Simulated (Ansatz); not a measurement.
Pressure series in MoTe2

Consider MoTe₂ (space group P2_1/m, No. 11; layered, stacked along the Cartesian z axis).

Space group P2₁/m (No. 11); a = 6.322 Å, b = 3.491 Å, c = 14.190 Å, α = γ = 90.00°, β = 92.78°

```tsv
atom	site	symmetry	x	y	z
Te	2e	m	0.4363	0.2500	0.6449
Te	2e	m	0.5841	0.2500	0.1022
Te	2e	m	0.0929	0.7500	0.1450
Mo	2e	m	0.6791	0.2500	0.4930
Te	2e	m	0.0608	0.2500	0.3977
Mo	2e	m	0.1807	0.2500	0.0074
```

Cell and atoms are relaxed at each pressure.

Computed with Kohn–Sham DFT with the r2SCAN+rVV10 functional, run in Ansatz (a program for electronic structure) with PAW and 500 eV plane waves, no spin-orbit coupling.

Notes on the quantities. enthalpy: H = E + PV relative to the base's energy.

```json
[
 {"change": "base", "enthalpy": "–", "shortest interatomic distance": "269.6 pm"},
 {"change": "pressure −1 GPa", "enthalpy": "-0.17 eV/atom", "shortest interatomic distance": "269.9 pm"},
 {"change": "pressure 0.3 GPa", "enthalpy": "+0.05 eV/atom", "shortest interatomic distance": "269.6 pm"},
 {"change": "pressure 0.7 GPa", "enthalpy": "+0.11 eV/atom", "shortest interatomic distance": "269.5 pm"},
 {"change": "pressure 1.5 GPa", "enthalpy": "+0.24 eV/atom", "shortest interatomic distance": "269.2 pm"},
 {"change": "pressure 3 GPa", "enthalpy": "+0.47 eV/atom", "shortest interatomic distance": "268.7 pm"},
 {"change": "pressure 5 GPa", "enthalpy": "+0.77 eV/atom", "shortest interatomic distance": "267.9 pm"},
 {"change": "pressure 7.5 GPa", "enthalpy": "+1.13 eV/atom", "shortest interatomic distance": "267.0 pm"},
 {"change": "pressure 10 GPa", "enthalpy": "+1.48 eV/atom", "shortest interatomic distance": "266.1 pm"}
]
```

Load acts through the strain it causes; cell and atoms are relaxed under it. Stability against distortions was not tested. Competing high-pressure phases were not computed. The final runs are not spin-polarised.
